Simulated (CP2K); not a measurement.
A self-consistent single point of TiPt3 (Pm-3m, 4 atoms in the cell) with CP2K.

Level of theory: PBEsol, GPW, DZVP-MOLOPT-SR-GTH basis, GTH-PBE potentials (GTH_POTENTIALS) (CP2K).

```xyz
4
Lattice="3.9245 0.0000 0.0000 0.0000 3.9245 0.0000 0.0000 0.0000 3.9245" Properties=species:S:1:pos:R:3 pbc="T T T"
Ti     0.0000     0.0000     0.0000
Pt     1.9623     1.9623     0.0000
Pt     0.0000     1.9623     1.9623
Pt     1.9623     0.0000     1.9623
```

Reference input (self-consistent single point, DFT PBE, GPW, DZVP-MOLOPT-SR-GTH basis, GTH-PBE potentials (GTH_POTENTIALS)): CUTOFF = 600 Ry; REL_CUTOFF = 60 Ry; SMEAR/METHOD = GAUSSIAN; SIGMA = 0.1 eV; KPOINTS/SCHEME = MONKHORST-PACK 6 6 6; GAMMA_CENTERED = T; XC_FUNCTIONAL = PBE; Ti/BASIS_SET = DZVP-MOLOPT-SR-GTH-q12; Ti/POTENTIAL = GTH-PBE-q12; Pt/BASIS_SET = DZVP-MOLOPT-SR-GTH-q18; Pt/POTENTIAL = GTH-PBE-q18; METHOD = GPW. This run's input differs from it in these lines:

```diff
@@ -44,3 +44,6 @@
     &XC
-      &XC_FUNCTIONAL PBE
+      &XC_FUNCTIONAL
+        &PBE
+          PARAMETRIZATION PBESOL
+        &END PBE
       &END XC_FUNCTIONAL
```

The program printed (abridged):

```
 SCF WAVEFUNCTION OPTIMIZATION

  Step     Update method      Time    Convergence         Total energy    Change
     1 NoMix/Diag. 0.30E+00      -     1.82162844      -419.8129647750 -4.20E+02
     2 Broy./Diag. 0.30E+00      -     0.29829707      -424.1036599676 -4.29E+00
     3 Broy./Diag. 0.30E+00      -     0.04219369      -422.0943124124  2.01E+00
     4 Broy./Diag. 0.30E+00      -     0.07608135      -420.0580589230  2.04E+00
     5 Broy./Diag. 0.30E+00      -     0.06760972      -418.4157374139  1.64E+00
     6 Broy./Diag. 0.30E+00      -     0.02311501      -418.4844452029 -6.87E-02
   [... 8 lines left out ...]
    15 Broy./Diag. 0.30E+00      -     0.00000270      -418.4555658289 -1.48E-05
    16 Broy./Diag. 0.30E+00      -     0.00000035      -418.4555663984 -5.69E-07
    17 Broy./Diag. 0.30E+00      -     0.00000024      -418.4555637878  2.61E-06
    18 Broy./Diag. 0.30E+00      -     3.6322E-09      -418.4555632104  5.77E-07
  *** SCF run converged in    18 steps ***

  Overlap energy of the core charge distribution:               0.00000000008934
  Self energy of the core charge distribution:               -655.29135419641511
  Core Hamiltonian energy:                                    148.38287863161386
  Hartree energy:                                             130.46895919018669
  Exchange-correlation energy:                                -42.01576112149841
  Smearing free energy correction:                             -0.00028571438268
  Fermi energy:                                                 0.58047795508851

  Total energy:                                              -418.45556321040459
  Total energy (extrapolated to sigma->0):                   -418.45542035321324

   [... lines left out ...]

 STRESS| Analytical stress tensor [bar]
 STRESS|                        x                   y                   z
 STRESS|      x       -4.55575997917E+04   3.41718537703E-04   3.41725066969E-04
 STRESS|      y        3.41718537703E-04  -4.55575074158E+04   3.41725152900E-04
 STRESS|      z        3.41725066969E-04   3.41725152900E-04  -4.55575636408E+04
 STRESS| 1/3 Trace                                            -4.55575569494E+04
```

The run converged in 18 iterations. Against the reference run the pressure goes from 4.23 to -4.56 GPa.

The starting cell comes from a database of computed structures (which also holds hypothetical and non-ambient phases and stackings), without a prior relaxation at this level. Spin polarisation is off. Values carry the incompleteness of an atom-centred basis. The potentials were made for another functional than the one used. With a pressure of about -5 GPa the cell is away from its equilibrium volume at this level.

Cost on one core of a shared machine: roughly 50 s.
